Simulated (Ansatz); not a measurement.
The parent structure is PbZrO3 in the cubic perovskite structure (space group Pm-3m, No. 221; a = 4.1412 Å; a cell from a computed database, its experimental status unchecked). Axes: x, y, z lie along the cube axes.

One thing is altered: uniaxial stress, 5 GPa tension along x; all other stress components relax to zero.

Levels (all Ansatz, an electronic-structure program, PAW, earlier PAW set): PBEsol (420 eV, spin-orbit coupling left out); r2SCAN (500 eV, no spin-orbit coupling); HSE06 (420 eV, scalar-relativistic without spin-orbit coupling); PBEsol+SOC (420 eV, with spin-orbit coupling).

At the geometry relaxed with PBEsol, these levels gave the following band gaps, in shuffled order: (a) 2.78 eV, (b) 2.22 eV, (c) 1.90 eV, (d) 3.40 eV.

Question: Match each gap to its level.

Answer: (a) r2SCAN; (b) PBEsol; (c) PBEsol+SOC; (d) HSE06.

Single points use the geometry relaxed with PBEsol. HSE06 was sampled on its mesh, a few special points and the semilocal edge points, so its gap is an upper bound. Differences between runs with and without spin-orbit coupling are approximate. With Pb present, leaving out spin-orbit coupling can change the band edges. Load acts through the strain it causes; cell and atoms are relaxed under it. Beyond what the load breaks, stability against distortions was not tested. Many cubic perovskites are stable only at high temperature; tilts and polar distortions were not tested.
